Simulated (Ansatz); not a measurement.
The parent structure is ScAl2 in the cubic Laves (MgCu2 type) structure (space group Fd-3m, No. 227; a = 7.527 Å; a cell from a computed database, its experimental status unchecked).

The values are results of PBEsol in Ansatz (plane waves to 420 eV, PAW, scalar-relativistic without spin-orbit coupling), not measurements.

Before the change:

The shortest interatomic distance is 2.661 Å.

The change: every Sc is replaced by Tl, then cell and atoms are relaxed.

Task: What happens to the shortest interatomic distance?

Result: The shortest interatomic distance grows by 0.160 Å (2.661 Å → 2.821 Å).

Stability against distortions was not tested. As relaxed here, Al2Tl is a hypothetical phase, not in the database extracts checked. All final runs are without spin polarisation. ScAl2 has a high density of states at the Fermi level and may be magnetic at this level.

Ansatz is a first-principles code.
